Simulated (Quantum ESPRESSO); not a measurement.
A user runs Quantum ESPRESSO on VRe (Cm, 2 atoms in the cell) and asks whether the run is sound. The aim is a self-consistent single point with DFT, LDA (PZ), plane waves, GBRV 1.5 ultrasoft (LDA) pseudopotentials.

Cell that was meant: a = 2.6601 Å, b = 2.6601 Å, c = 4.2306 Å, α = 90.00°, β = 90.00°, γ = 110.57°.

Part of the input:

```fortran
   ecutrho = 400
   occupations = 'smearing'
   smearing = 'fd'
   degauss = 0.1
/
&ELECTRONS
   conv_thr = 1.0d-10
```

Log, with long lists cut:

```
     G-vector sticks info
     --------------------
     sticks:   dense  smooth     PW     G-vecs:    dense   smooth      PW
   [... lines left out ...]
         2        Re     tau(   2) = (   0.0000290  -0.0069617   0.0005980  )

     number of k points=   424  Fermi-Dirac smearing, width (Ry)=  0.1000

     Number of k-points >= 100: set verbosity='high' to print them.

     Dense  grid:    25487 G-vectors     FFT dimensions: (  32,  32,  54)

     Smooth grid:     9033 G-vectors     FFT dimensions: (  24,  24,  36)

     Initial potential from superposition of free atoms

     starting charge      27.4989, renormalised to      28.0000

     negative rho (up, down):  1.346E-01 0.000E+00
     Self-consistent Calculation

     iteration #  1     ecut=    50.00 Ry     beta= 0.30

     negative rho (up, down):  1.349E-01 0.000E+00

     total energy              =    -336.17167560 Ry
     estimated scf accuracy    <       0.40396592 Ry

     iteration #  2     ecut=    50.00 Ry     beta= 0.30

     negative rho (up, down):  1.365E-01 0.000E+00

     total energy              =    -336.16251309 Ry
     estimated scf accuracy    <       1.14042192 Ry

     iteration #  3     ecut=    50.00 Ry     beta= 0.30

     negative rho (up, down):  1.380E-01 0.000E+00

     total energy              =    -336.25836957 Ry
     estimated scf accuracy    <       0.02482447 Ry

   [... 14 blocks of this kind left out ...]

     iteration # 18     ecut=    50.00 Ry     beta= 0.30
     c_bands:  1 eigenvalues not converged

     negative rho (up, down):  1.369E-01 0.000E+00

     total energy              =    -336.26749364 Ry
     estimated scf accuracy    <          3.2E-10 Ry

     iteration # 19     ecut=    50.00 Ry     beta= 0.30

     negative rho (up, down):  1.369E-01 0.000E+00
     End of self-consistent calculation

     Number of k-points >= 100: set verbosity='high' to print the bands.

     the Fermi energy is    21.1312 ev

!    total energy              =    -336.26749364 Ry
     estimated scf accuracy    <          1.6E-11 Ry
     smearing contrib. (-TS)   =      -0.81314118 Ry
     internal energy E=F+TS    =    -335.45435246 Ry

     convergence has been achieved in  19 iterations

     negative rho (up, down):  1.369E-01 0.000E+00

     Forces acting on atoms (cartesian axes, Ry/au):

     atom    1 type  1   force =     0.00003217    0.00133592    0.00153100
     atom    2 type  2   force =    -0.00003217   -0.00133592   -0.00153100

     Total force =     0.002874     Total SCF correction =     0.000001

     negative rho (up, down):  1.369E-01 0.000E+00
          total   stress  (Ry/bohr**3)                   (kbar)     P=      236.80
   0.00166997   0.00000001   0.00000001          245.66        0.00        0.00
   0.00000001   0.00132199   0.00000001            0.00      194.47        0.00
   0.00000001   0.00000001   0.00183725            0.00        0.00      270.27

   JOB DONE.
```

Question: Is anything amiss in this input, and did it matter?

Answer: The run is not sound. The fault is an energy in the wrong unit. A bare number is read in the key's own unit, and eV, Ry (13.6 eV) and Ha (27.2 eV) lie far apart, so the setting ends up far from the one that was meant. To fix it, convert the value to the unit that the key expects. The run converged in 19 iterations without an error; against the sound input the free energy falls by 2.87 eV/atom, the pressure goes from -11.86 to 23.68 GPa and the largest force goes from 0.261 to 0.052 eV/Å.

The sound input it was made from differs as follows (other fixes are possible):
```diff
-   degauss = 0.1
+   degauss = 0.0073499
```

With that input, the run converged in 13 iterations: free energy E − TS -4569.4097 eV; Fermi level (on the code's own zero) 20.93 eV; pressure -11.86 GPa; largest force (vector length) 0.261 eV/Å (DFT, LDA (PZ), plane waves, GBRV 1.5 ultrasoft (LDA) pseudopotentials).

On the sound input: the starting cell comes from a database of computed structures (which also holds hypothetical and non-ambient phases and stackings), without a prior relaxation at this level. Its atoms were displaced at random from the sites of space group no. 65. Spin-orbit coupling is off. Spin polarisation is off. With a pressure of about -12 GPa the cell is away from its equilibrium volume at this level.
